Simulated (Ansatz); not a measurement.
Ansatz (a quantum-chemistry and plane-wave program), DFT, PBE, plane waves, its default PAW files: fcc Cu, atoms displaced (Cu32), 32 atoms. Basis and mesh were picked for this test and aren't claimed converged.

```yaml
cell: 7.23, 7.23, 7.23 Å; 90, 90, 90°
distance_to_the_nearest_atom: 2.44 to 2.54 Å
task: single point
k mesh: 3×3×3
hamiltonian.xc: pbe
kind_of_files: paw
scf.occupations.method: fermi_dirac
scf.occupations.width: 0.1 eV
output.forces: true
memory maximum (--max-ram): 200GiB
accuracy: medium (default)
basis.precision: auto (default)
basis.xc_grid: 2 (default)
scf.eigensolver.kind: auto (default)
scf.mixing.algorithm: auto (default)
scf.mixing.preconditioner: auto (default)
scf.convergence.dr2_threshold: 3.77933e-07 (default)
scf.lower_state_search: light (default)
k-points after symmetry: 14
bands_at_the_start: 336
electrons: 608
plane waves at Γ: 7249
cutoff (eV): 420
FFT grid: 50×50×50
symmetry_operations: 1
```

It runs on a single node (Arm Neoverse V2, 96 cores on 1 socket, no SMT, 1 L3 cache group; 94 cores' worth of CPU time may be used).

Wall times, medians of two to five repeats, each run alone on the node (launch to exit). Processes are pinned to neighbouring cores unless said otherwise. The build: release build for Arm (Neoverse V2), one process with threads; another build can shift the numbers. Scratch files lie in a memory file system.

All on 88 threads. Base settings, kept where nothing else is said:  (scf.initial_density.chi_scale, scf.initial_density.normalization, kpoints.initial_grid not set). The candidates, on 88 cores each, agree within 1.0 meV/atom in energy, 10 meV/Å in forces (largest component):
A. scf.initial_density.chi_scale = 0.1
B. scf.initial_density.chi_scale = 0, scf.initial_density.normalization = cell
C. the base settings
D. kpoints.initial_grid = auto

Question: Which choice gives the shortest wall time?

Answer: C (the base settings), 5.2 s. At the other end D takes 1.4× as long.

```json
[
 {"candidate": "C", "wall time": "5.2 s", "repeats": "3 runs within 2 %", "SCF iterations": "6"},
 {"candidate": "B", "wall time": "7.0 s", "repeats": "3 runs within 1 %", "SCF iterations": "10"},
 {"candidate": "A", "wall time": "7.0 s", "repeats": "3 runs within 2 %", "SCF iterations": "10"},
 {"candidate": "D", "wall time": "7.4 s", "repeats": "3 runs within 1 %", "SCF iterations": "18"}
]
```

From the slowest to the fastest: The largest move is in band solves (diag): 6.1 s to 4.4 s. In the fastest run the program took: scf.mixing.algorithm MSR1, scf.mixing.preconditioner Kerker, scf.eigensolver.kind band_cg, --slots 14, --kpoint-pools 1.

Keys are those of Ansatz 0.2.
